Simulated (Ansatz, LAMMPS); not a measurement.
**Si well of 8 atomic layers along [001] in random Si0.5Ge0.5, interfaces one step of a layer**

Cell 16.85 × 16.85 × 44.37 Å, Si366Ge210, 576 atoms. Prepared with LAMMPS with Tersoff's 1989 multicomponent potential (SiCGe.tersoff): minimisation. 

The numbers are results of PBE, support functions at accuracy medium on the grid of 370 eV (norm-conserving potentials; Ansatz, a program for electronic structure), not measurements.

Basis: localised support functions (accuracy medium) on a full density matrix. k-points: zone centre alone; occupations: Fermi-Dirac, 0.010 eV; spin polarisation not allowed. No spin-orbit coupling.

| Item | Result |
|---|---|
| Kohn-Sham gap of the cell on its k-mesh | 0.25 eV |
| weight of the highest filled level on the well | 0.23 |
| weight of the lowest empty level on the well | 0.89 |
| coordination (neighbours within 2.874 Å) | 100.0 % 4-fold |
| Ge-Ge bonds, mean ± spread | 2.478 ± 0.008 Å |
| Ge-Si bonds, mean ± spread | 2.432 ± 0.009 Å |
| Si-Si bonds, mean ± spread | 2.392 ± 0.008 Å |
| bond angles, mean ± spread | 109.5° ± 1.4° |
| pressure | -1.08 GPa |
| cost of the final run | very roughly 28 core-minutes, 14 SCF iterations, 12 GiB |
